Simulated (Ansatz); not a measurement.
Consider Ta in the bcc (W type) structure (space group Im-3m, No. 229; a = 3.320 Å; relaxed with 0.1 eV smearing).

Calculations: PBE/PAW in Ansatz (a quantum-chemistry and plane-wave program), no spin-orbit coupling.

Strains are applied to the cell and any free atomic positions relax.

One change was made to it. Results:

| quantity | base | after |
|---|---|---|
| energy relative to the base (free energy F) | 0 meV/atom | +23 meV/atom |
| pressure | 0.0 GPa | 9.6 GPa |

**Question.** Name the change that was made.
A. isotropic strain +1.00 %
B. isotropic strain −1.00 %
C. isotropic strain +2.00 %
D. isotropic strain −1.50 %
E. isotropic strain +3.00 %

**Answer.** D, isotropic strain −1.50 %. For comparison, the energy relative to the base in the other runs: isotropic strain +3.00 % gives +83 meV/atom; isotropic strain −1.00 % gives +10 meV/atom; isotropic strain +1.00 % gives +9.7 meV/atom; isotropic strain +2.00 % gives +38 meV/atom.

Whether these cells are dynamically stable was not tested. All final runs are without spin polarisation.
